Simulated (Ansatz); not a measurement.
Base system: BAs in the zinc blende structure (space group F-43m, No. 216; a = 4.768 Å). Axes: x, y, z lie along the cube axes.

One thing is altered: uniaxial stress, 5 GPa compression along x, with the cell and atoms free to relax against it.

Levels (all Ansatz, a first-principles code, PAW): PBEsol (420 eV, without spin-orbit coupling); r2SCAN (500 eV, no SOC).

The geometry is relaxed with PBEsol.

- PBEsol lowest conduction level above the VBM at special points: M 0.94 eV; X 1.25 eV; S₀ 1.51 eV; S 1.51 eV
- PBEsol smallest direct gap: 3.00 eV
- PBEsol width of the top valence band: 5.52 eV

Question: How does going to r2SCAN change the lowest conduction level above the VBM at special points, smallest direct gap and width of the top valence band?

Answer: The lowest conduction level above the VBM at special points becomes M 1.22 eV; X 1.52 eV; S₀ 1.82 eV; S 1.82 eV (PBEsol: M 0.94 eV; X 1.25 eV; S₀ 1.51 eV; S 1.51 eV); the smallest direct gap grows by 0.174 eV to 3.18 eV; the width of the top valence band grows by 0.21 eV, from 5.52 eV to 5.73 eV.

Single points use the geometry relaxed with PBEsol. Load acts through the strain it causes; cell and atoms are relaxed under it. Beyond what the load breaks, stability against distortions was not tested. k-point labels follow each cell's own Brillouin zone.
